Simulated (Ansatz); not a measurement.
A self-consistent single point of PtSe₂ (P-3m1, 3 atoms in the cell) with Ansatz (a first-principles code)

Computed with PBE (plane waves, PAW; Ansatz).

The input file:

Ansatz 0.2 input:
```yaml
# PtSe2
crystal:
  lattice:
    - [1.859405, -3.220584, 0.000000]
    - [1.859405, 3.220584, 0.000000]
    - [0.000000, 0.000000, 5.064760]
  atoms:
    - { symbol: Pt, position: [0.000000, 0.000000, 0.000000] }
    - { symbol: Se, position: [0.333333, 0.666667, 0.255000] }
    - { symbol: Se, position: [0.666667, 0.333333, 0.745000] }
basis:
  ecutwfc: 420.0 eV
kpoints:
  mp_grid: { grid: [8, 8, 5] }
hamiltonian:
  xc: pbe
  pseudopotentials: { kind: paw }
scf:
  occupations: { method: fermi_dirac, width: 0.01 eV }
output:
  forces: true
  eigenvalues: true
  stress: true
```

Output (repeated stretches shortened):

```
WARN the atoms were moved onto the symmetric positions of the space group found under crystal.symmetry.tolerance 1.0e-5 (fractional …
WARN ansatz: RAYON_NUM_THREADS=1 ignored (pool sized by the plan → 1); use --threads N
Pseudopotentials: kind: paw
Pseudopotential: Pt, paw, valence charge 18
Pseudopotential: Se, paw, valence charge 16
Crystal: 3 atoms, lattice volume = 60.659 Å³
Basis set: ecut = 420 eV, 1205 PW (Γ), exchange–correlation on 50×50×72 points (8 copies of the dense FFT grid, shifted against one another)
Bands: 30, of which v1, the nominal top of the filled ones, is band 25 counted from 1 (24 counted from 0)
Symmetry: 12 space group operations
Space group: P-3m1 (ITA 164), of the structure as read, at distance tolerance 3.9e-5 Å
k-points: 40 of 320
Initial density: superposition of atomic densities (neutral atoms: chi_scale 0, normalization atom), corrected by the library's trained network
Initial wavefunctions: pseudopotential atomic-orbital guess
Eigensolver: davidson
Functional: x = pbe(κ = 0.804, μ = 0.2195149727645171), c = pbe(β = 0.06672455060314922)
SCF iter   1: F=—  HF=-23462.266988 eV  |F-HF|=—  |Δ(HF+E_count)|=         —  Δρ=3.44e-3  dr2=6.55e-3  ethr=1.77e-3  ⟨swp⟩=6.3  Hψ=4755  notcnv=0
all-band conjugate gradients solve this SCF's bands
preconditioner: auto → LDOS
SCF iter   2: F=—  HF=-23462.268245 eV  |F-HF|=—  |Δ(HF+E_count)|=   1.26e-3  Δρ=7.54e-4  dr2=2.82e-4  ethr=1.31e-5  ⟨swp⟩=2.0  Hψ=2118  notcnv=0  defer=32
SCF iter   3: F=—  HF=-23462.268254 eV  |F-HF|=—  |Δ(HF+E_count)|=   9.14e-6  Δρ=2.22e-4  dr2=3.42e-5  ethr=5.64e-7  ⟨swp⟩=2.0  Hψ=2315  notcnv=0  defer=32
SCF iter   4: F=—  HF=-23462.268230 eV  |F-HF|=—  |Δ(HF+E_count)|=   2.36e-5  Δρ=3.71e-5  dr2=7.17e-7  ethr=6.84e-8  ⟨swp⟩=3.0  Hψ=2224  notcnv=0  defer=32
iter 5 did not close the SCF: its close was put off for the readings that it lacked (scf_convergence_deferred on its scf_iter line)
SCF iter   5: F=-23462.268230 eV  HF=-23462.268230 eV  |F-HF|=1.48e-8  |Δ(HF+E_count)|=   1.82e-7  Δρ=7.44e-6  dr2=4.23e-8  ethr=1.43e-9  ⟨swp⟩=3.0  Hψ=2202  notcnv=0  defer=32
SCF iter   6: F=-23462.268230 eV  HF=-23462.268230 eV  |F-HF|=2.98e-9  |Δ(HF+E_count)|=   8.35e-9  Δρ=2.30e-6  dr2=3.15e-9  ethr=8.46e-11  ⟨swp⟩=4.4  Hψ=4975  notcnv=0
SCF 1 converged in 6 iterations: F = -23462.268230 eV  dr2 = 3.15e-9
SCF converged after 6 iterations
Free energy (F): -23462.268230 eV
Harris-Foulkes:  -23462.268230 eV  (|F-HF|=2.98e-9)
Internal energy: -23462.267520 eV  (E = F + TS)
E sigma→0 (E₀):  -23462.267875 eV
Entropy (-TS):   -0.000710 eV (-0.237 meV/atom)
Fermi energy:    13.415017 eV
--- Per-component energies (eV) ---
  E_band       = -955.602575
  E_kinetic    = 875.681326
  E_local      = -6722.518929  (includes V_loc(G=0)·N_el)
  E_nonlocal   = -990.400431
  E_hartree    = 3117.780218
  E_xc         = -471.112176
  E_vxc        = -500.502515  (∫ρ·V_xc dr)
  E_paw        = -13277.967186  (= ΣΔE_a)
  E_vpaw       = 146.580625  (= ΣTr[D̂ρ^β])
  E_aug_tail   = -0.000994  (compensation charges beyond the density's cutoff)
  E_ewald      = -5993.729349
  E_smearing   = -0.000710  (= −TS)
  E_closure    = -0.000000  (closes the sum)
  Σ components = -23462.268230   (vs F -23462.268230, Δ=0.00e0)
--- Forces (eV/Å), atoms counted from 1 ---
  atom   1  Pt     0.00000000     0.00000000     0.00000000
  atom   2  Se     0.00000000     0.00000000     0.30752612
  atom   3  Se    -0.00000000    -0.00000000    -0.30752612
  max |Σ_I F_I| component: 5.24e-31 eV/Å
--- Stress (GPa, compression-positive) ---
        6.847180      -0.000000       0.000000
       -0.000000       6.847180       0.000000
        0.000000       0.000000       4.433247
  P = ⅓ Tr σ = 6.0425 GPa (60.425 kbar)
  The stress holds the Pulay correction. Without it, at fixed plane waves, as pw.x and ABINIT print it: P = 6.0099 GPa
--- Band table (eV; the first three rows and the last of 40) ---
  k-point 0: bands = ["-86.1630", "-40.4042", "-40.4042", "-40.3376", "-35.2037", "-35.2037", "-35.2014", "-35.2014", "-35.1909", "-35.1909", "-35.1863", "-35.1863", "-35.1826", "-35.1825", "-2.3208", "0.4634", "6.1245", "6.9820", "6.9820", [...]
  k-point 1: bands = ["-86.1630", "-40.4042", "-40.4042", "-40.3376", "-35.2035", "-35.2035", "-35.2014", "-35.2014", "-35.1906", "-35.1906", "-35.1867", "-35.1867", "-35.1828", "-35.1823", "-2.1654", "0.0991", "6.6589", "7.0019", "7.0019", [...]
  k-point 2: bands = ["-86.1630", "-40.4042", "-40.4042", "-40.3376", "-35.2033", "-35.2033", "-35.2015", "-35.2015", "-35.1897", "-35.1897", "-35.1876", "-35.1876", "-35.1829", "-35.1822", "-1.7847", "-0.5702", "7.0346", "7.0346", "7.6981", [...]
  k-point 39: bands = ["-86.1627", "-40.4127", "-40.4101", "-40.3369", "-35.2030", "-35.2028", "-35.2022", "-35.2015", "-35.1899", "-35.1888", "-35.1884", "-35.1880", "-35.1820", "-35.1820", "-0.3847", "-0.2354", "6.4809", "6.9868", "7.5920", [...]
```

The run converged in 6 iterations.

The starting cell has typed, rounded lattice constants, without a prior relaxation at this level. Its lattice was rescaled by up to half a per cent. Spin-orbit coupling is off. Spin polarisation is off. With a pressure of about 6 GPa the cell is away from its equilibrium volume at this level. Ansatz's pressure includes its estimate of the finite-basis (Pulay) stress.
